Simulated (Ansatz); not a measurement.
The reference is GaN in the wurtzite structure (space group P6_3mc, No. 186; a = 3.1833 Å, c = 5.1839 Å). Axes: x lies along a and z along c of the hexagonal cell.

Calculations: r2SCAN (Ansatz, an electronic-structure program; PAW; 500 eV plane waves; no spin-orbit coupling), earlier PAW set.

Before the change:

| Item | Value |
|---|---|
| Electron mass | 0.17 mₑ along c, 0.19 mₑ across (at Γ) |
| Valence-band top at Γ | 0.00, 0.00, -0.04 eV |
| Shortest interatomic distance | 1.946 Å |

Modification: biaxial strain +0.82 %, plane normal [001], relaxed out of plane (Cartesian); in-plane vectors clamped, the third vector and the atoms free.

Q: What does the calculation give for the electron mass after the change?

A: The electron mass changes from 0.17 mₑ along c, 0.19 mₑ across (at Γ) to 0.17 mₑ out of plane, 0.18 mₑ in plane (at Γ).

Q: How does this affect the ratio −ε⊥/ε∥?

A: The ratio −ε⊥/ε∥ amounts to 0.47.

Q: How does this affect the valence-band top at Γ?

A: The valence-band top at Γ (three highest levels, from the VBM) changes from 0.00, 0.00, -0.04 eV to 0.00, -0.03, -0.03 eV.

Q: Estimate the effect on the shortest interatomic distance.

A: The shortest interatomic distance grows by 0.010 Å (1.946 Å → 1.956 Å).

The levels and masses belong to the bands next to the band gap. Effective masses come from finite differences of ±0.01 Å⁻¹. Whether these cells are dynamically stable was not tested.
